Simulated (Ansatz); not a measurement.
## What Bi → B does to Bi2Se3

Take Bi$_{2}$Se$_{3}$ in the Bi2Te3 type structure (space group R-3m, No. 166; a = 4.145 Å, c = 29.266 Å (hexagonal axes)) as the base.

Now apply this change: full substitution Bi → B, then cell and atoms are relaxed.

Computed with r2SCAN+rVV10/PAW in Ansatz (a program for electronic structure), no spin-orbit coupling. k-mesh 17×17×17 (Γ-centred); smearing 0.05 eV (Fermi–Dirac), for the changed cell.

The volume per atom drops by 12.755 Å³ (29.02 Å³ → 16.27 Å³) and the density falls by 2.216 g/cm³ to 5.28 g/cm³. The lattice parameter a falls by 0.9042 Å, from 4.145 Å to 3.240 Å and the c/a ratio grows by 1.221 to 8.282. The shortest interatomic distance drops by 0.728 Å to 2.125 Å and the band gap becomes zero (base: 0.60 eV).

Spin-orbit coupling, missing from the scalar runs, can matter with Bi. Whether these cells are dynamically stable was not tested. As relaxed here, B2Se3 is a hypothetical phase, not in the database extracts checked. The final runs are not spin-polarised.
